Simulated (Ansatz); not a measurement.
The starting structures come from a database of crystals and need not be the phases stable at ambient conditions.

By PBEsol, the system below comes out a metal.

A figure of merit of an interconnect metal is its ballistic conductance per area.

Data:

```
Au
1.0
    2.76617     0.00000     0.00000
    0.00000     4.79531     0.00000
    1.38308     0.00000     2.50482
Au
2
Cartesian
  2.76617   1.19883   1.67657
  1.38308   3.59648   0.82824
```

Space group of this cell: Cmcm. The cell is strained (all lengths scaled by 0.98); by PBEsol its mean pressure is 5.0 GPa.

The current flows along the normal of the first two printed cell vectors. No spin-orbit coupling; the value is a mean over 0.1 eV about the Fermi level.

### Question
Predict the ballistic conductance per area from Ansatz (a program for electronic structure) with PBEsol.

### Answer
0.88 × 10¹⁵ S/m² for both spins.
